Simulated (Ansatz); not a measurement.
# KTaO3: pressure 3 GPa

Start from KTaO3 in the cubic perovskite structure (space group Pm-3m, No. 221; a = 3.9520 Å).

Now apply this change: a hydrostatic pressure of 3 GPa.

Level of theory: Ansatz (a program for electronic structure) LDA, without spin-orbit coupling. k-mesh 8×8×8 (Γ-centred); smearing 0.05 eV (Fermi–Dirac).

The volume per atom shrinks by 0.16 Å³, from 12.34 Å³ to 12.18 Å³ and the density rises by 0.10 g/cm³ to 7.31 g/cm³. The lattice parameter a drops by 0.018 Å (3.952 Å → 3.934 Å) and the shortest interatomic distance decreases by 0.009 Å, from 1.976 Å to 1.967 Å. The enthalpy H = E + PV relative to the base's energy amounts to +0.23 eV/atom and the band gap goes up by 0.03 eV, from 2.13 eV to 2.16 eV. The gap character remains indirect, R → Γ and the smallest direct gap rises by 0.02 eV (2.73 eV → 2.75 eV). The width of the top valence band stays essentially unchanged (1.09 eV against 1.11 eV).

With Ta present, leaving out spin-orbit coupling can change the band edges. Load acts through the strain it causes; cell and atoms are relaxed under it. Stability against distortions was not tested.
